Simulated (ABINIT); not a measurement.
Band structure of KTaO3 (Pm-3m, 5 atoms in the cell).

```yaml
crystal:
  lattice:
    - [4.07677, 0.00000, 0.00000]
    - [0.00000, 4.07677, 0.00000]
    - [0.00000, 0.00000, 4.07677]
  atoms:
    - { symbol: K, position: [0.50000, 0.50000, 0.50000] }
    - { symbol: Ta, position: [0.00000, 0.00000, 0.00000] }
    - { symbol: O, position: [0.00000, 0.50000, 0.00000] }
    - { symbol: O, position: [0.50000, 0.00000, 0.00000] }
    - { symbol: O, position: [0.00000, 0.00000, 0.50000] }
```

Computed with PBE, norm-conserving pseudopotentials (PseudoDojo nc-sr-05 PBE standard) (plane waves; ABINIT).

Settings: pseudos = [K.upf, Ta.upf, O.upf]; ecut = 42 Ha; occopt = 1; ngkpt = 6 6 6; nshiftk = 1; shiftk = 0 0 0; potentials = PseudoDojo nc-sr-05 PBE standard; kptopt = 1; nstep = 50; tolvrs1 = 1e-10; diemac = 6; ndtset = 2; getden2 = 1.

The starting cell comes from a database of computed structures (which also holds hypothetical and non-ambient phases and stackings), without a prior relaxation at this level. Its lattice was rescaled by a random factor within 2.5 % of one. Spin-orbit coupling is off.

Predict the gap along the standard path and the places of the band edges.

The gap along the path is 2.08 eV, from R to Γ; the smallest direct gap on it is 2.73 eV.

Levels in eV from the top of the valence band on the SCF mesh, bands 17 to 24:
| point | 17 | 18 | 19 | 20 | 21 | 22 | 23 | 24 |
|---|---|---|---|---|---|---|---|---|
| Γ | -0.95 | -0.65 | -0.65 | -0.65 | 2.08 | 2.08 | 2.08 | 6.07 |
| X | -1.98 | -1.35 | -0.85 | -0.85 | 2.21 | 4.63 | 4.63 | 6.11 |
| M | -1.77 | -1.34 | -1.34 | -0.03 | 4.66 | 4.66 | 5.84 | 6.89 |
| R | -3.66 | 0.00 | 0.00 | 0.00 | 5.93 | 5.93 | 5.93 | 8.74 |
